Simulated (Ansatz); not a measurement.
Base system: a 24-atom supercell of MgO in the rock salt structure (space group Fm-3m, No. 225) at its relaxed geometry.

```yaml
crystal:
  lattice:
    - [0.00000, 4.21412, 4.21412]
    - [4.21412, -4.21412, 4.21412]
    - [4.21412, 4.21412, 0.00000]
  atoms:
    - { symbol: O, position: [0.00000, 0.00000, 0.00000] }
    - { symbol: O, position: [0.00000, 0.00000, 0.50000] }
    - { symbol: O, position: [0.16667, 0.33333, 0.16667] }
    - { symbol: O, position: [0.16667, 0.33333, 0.66667] }
    - { symbol: O, position: [0.33333, 0.66667, 0.33333] }
    - { symbol: O, position: [0.33333, 0.66667, 0.83333] }
    - { symbol: O, position: [0.50000, 0.00000, 0.00000] }
    - { symbol: O, position: [0.50000, 0.00000, 0.50000] }
    - { symbol: O, position: [0.66667, 0.33333, 0.16667] }
    - { symbol: O, position: [0.66667, 0.33333, 0.66667] }
    - { symbol: O, position: [0.83333, 0.66667, 0.33333] }
    - { symbol: O, position: [0.83333, 0.66667, 0.83333] }
    - { symbol: Mg, position: [0.33333, 0.16667, 0.33333] }
    - { symbol: Mg, position: [0.33333, 0.16667, 0.83333] }
    - { symbol: Mg, position: [0.50000, 0.50000, 0.50000] }
    - { symbol: Mg, position: [0.50000, 0.50000, 0.00000] }
    - { symbol: Mg, position: [0.66667, 0.83333, 0.66667] }
    - { symbol: Mg, position: [0.66667, 0.83333, 0.16667] }
    - { symbol: Mg, position: [0.83333, 0.16667, 0.33333] }
    - { symbol: Mg, position: [0.83333, 0.16667, 0.83333] }
    - { symbol: Mg, position: [0.00000, 0.50000, 0.50000] }
    - { symbol: Mg, position: [0.00000, 0.50000, 0.00000] }
    - { symbol: Mg, position: [0.16667, 0.83333, 0.66667] }
    - { symbol: Mg, position: [0.16667, 0.83333, 0.16667] }
```

All numbers come from Kohn–Sham DFT with the PBEsol functional, run in Ansatz (a quantum-chemistry and plane-wave program) with PAW and 420 eV plane waves, scalar-relativistic without spin-orbit coupling.

One neutral defect a cell, atoms relaxed at fixed cell.

One change was made to it. Results:

The largest displacement of a host atom from its site in the perfect cell comes out as 0.18 Å; the pressure goes from zero to 3.1 GPa; the gap of the supercell drops by 4.09 eV, from 4.62 eV to 0.53 eV; the total moment of the cell is 2.0 μB.

Question: What was done to the base?
A) O on a Mg site (antisite)
B) H interstitial (started 1.49 Å from the nearest host atom), symmetric start
C) Mg interstitial (started 1.82 Å from the nearest host atom)

Answer: A, O on a Mg site (antisite). For comparison, the pressure in the other runs: Mg interstitial (started 1.82 Å from the nearest host atom) gives 24.8 GPa; H interstitial (started 1.49 Å from the nearest host atom), symmetric start gives 5.6 GPa.

Other magnetic orders, which the real material may have, were not ruled out. In so small a cell the defect repeats every few ångströms: this is an ordered compound, not a dilute defect. A case with no gap was solved on a k-mesh chosen for an insulator, which is coarse for it. Defects with a symmetric start kept the site's symmetry and may sit on a saddle; the others started slightly shaken. Seeded moments were not kept for Mg interstitial (started 1.82 Å from the nearest host atom) and H interstitial (started 1.49 Å from the nearest host atom). Where the two band edges lie in opposite spin channels, the gap is a spin-flip gap.
